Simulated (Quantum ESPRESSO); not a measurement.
# Converging the k-point mesh: Ba2H3I (P3m1, 6 atoms in the cell)

```
Ba2H3I
1.0
    4.51372     0.00000     0.00000
   -2.25686     3.90899     0.00000
    0.00000     0.00000     8.07895
Ba H I
2 3 1
Cartesian
  2.25686   1.30300   5.58182
  0.00000   2.60600   2.54713
  2.25686   1.30300   2.87691
  0.00000   2.60600   5.20204
  0.00000   0.00000   4.03948
  0.00000   0.00000   0.00000
```

Method of the run: LDA (PZ), GBRV 1.5 ultrasoft (LDA) pseudopotentials (plane waves; Quantum ESPRESSO).

Base settings: ecutwfc = 40 Ry; ecutrho = 200 Ry; occupations = fixed; potentials = {Ba: ba_lda_v1.uspp.F.UPF, H: h_lda_v1.4.uspp.F.UPF, I: i_lda_v1.uspp.F.UPF}; K_POINTS = automatic 3 3 2 0 0 0; nbnd = 19; conv_thr = 1e-09 Ry; mixing_beta = 0.7.

The second cell is the first with its lattice scaled by 0.98.

Only quantities that move along the ladder and can be compared are tabulated.

The count of work is k-points × plane waves × bands × iterations; it is no time. 

The starting cell comes from a database of computed structures (which also holds hypothetical and non-ambient phases and stackings), without a prior relaxation at this level. Its lattice was rescaled by up to half a per cent. One atom was moved a little off its site on purpose. Spin-orbit coupling is off.

Steps (K_POINTS): automatic 2 2 1 0 0 0; automatic 3 3 2 0 0 0; automatic 4 4 2 0 0 0; automatic 5 5 2 0 0 0; automatic 5 5 3 0 0 0; automatic 6 6 3 0 0 0; automatic 7 7 3 0 0 0; automatic 7 7 4 0 0 0; automatic 8 8 4 0 0 0; automatic 9 9 5 0 0 0; automatic 10 10 5 0 0 0; automatic 11 11 6 0 0 0; automatic 12 12 6 0 0 0; automatic 13 13 7 0 0 0; automatic 15 15 7 0 0 0; automatic 16 16 8 0 0 0; automatic 18 18 9 0 0 0.

Question: What is the coarsest K_POINTS that holds the free energy within 5 meV/atom of the last step, with all finer ones?

Answer: automatic 4 4 2 0 0 0, at 0.027 of the last step's count of work; the step before is off by 8.8 meV/atom.

Question: What is the coarsest K_POINTS that holds the energy of the compressed cell less the first within 1 meV/atom of the last step, with all finer ones?

Answer: automatic 4 4 2 0 0 0, at 0.027 of the last step's count of work; the step before is off by 1.8 meV/atom.

| K_POINTS | free energy less the last step's (meV/atom) | energy of the compressed cell less the first (meV/atom) | pressure (GPa) | largest difference of a force vector from the last step's (eV/Å) | gap on the mesh (eV) | count of work / last |
|---|---|---|---|---|---|---|
| automatic 2 2 1 0 0 0 | 43.00 | -9.09 | -1.97 | 0.229 | 2.369 | 0.0068 |
| automatic 3 3 2 0 0 0 | 8.75 | -14.14 | -2.52 | 0.034 | 2.130 | 0.023 |
| automatic 4 4 2 0 0 0 | 1.56 | -15.58 | -2.66 | 0.007 | 1.847 | 0.027 |
| automatic 5 5 2 0 0 0 | 0.52 | -15.81 | -2.69 | 0.005 | 1.966 | 0.034 |
| automatic 5 5 3 0 0 0 | 0.27 | -15.86 | -2.69 | 0.001 | 2.003 | 0.041 |
| automatic 6 6 3 0 0 0 | 0.07 | -15.91 | -2.70 | 0.000 | 2.001 | 0.058 |
| automatic 7 7 3 0 0 0 | 0.02 | -15.92 | -2.70 | 0.000 | 1.982 | 0.068 |
| automatic 7 7 4 0 0 0 | 0.03 | -15.92 | -2.70 | 0.000 | 1.912 | 0.096 |
| automatic 8 8 4 0 0 0 | 0.01 | -15.92 | -2.70 | 0.000 | 1.853 | 0.12 |
| automatic 9 9 5 0 0 0 | 0.00 | -15.93 | -2.70 | 0.000 | 1.907 | 0.17 |
| automatic 10 10 5 0 0 0 | 0.00 | -15.93 | -2.70 | 0.000 | 1.908 | 0.20 |
| automatic 11 11 6 0 0 0 | 0.00 | -15.93 | -2.70 | 0.000 | 1.877 | 0.29 |
| automatic 12 12 6 0 0 0 | 0.00 | -15.93 | -2.70 | 0.000 | 1.853 | 0.34 |
| automatic 13 13 7 0 0 0 | 0.00 | -15.93 | -2.70 | 0.000 | 1.880 | 0.43 |
| automatic 15 15 7 0 0 0 | 0.00 | -15.93 | -2.70 | 0.000 | 1.878 | 0.56 |
| automatic 16 16 8 0 0 0 | 0.00 | -15.93 | -2.70 | 0.000 | 1.853 | 0.73 |
| automatic 18 18 9 0 0 0 | 0.00 | -15.93 | -2.70 | 0.000 | 1.870 | 1.0 |

The energy difference between the two cells stays within 1 meV/atom of the last step's from automatic 4 4 2 0 0 0 on, the total only from automatic 5 5 2 0 0 0 on: much of the error is common to both cells and cancels.

The gap on the mesh jumps up and down from mesh to mesh; it is no smooth measure of convergence.
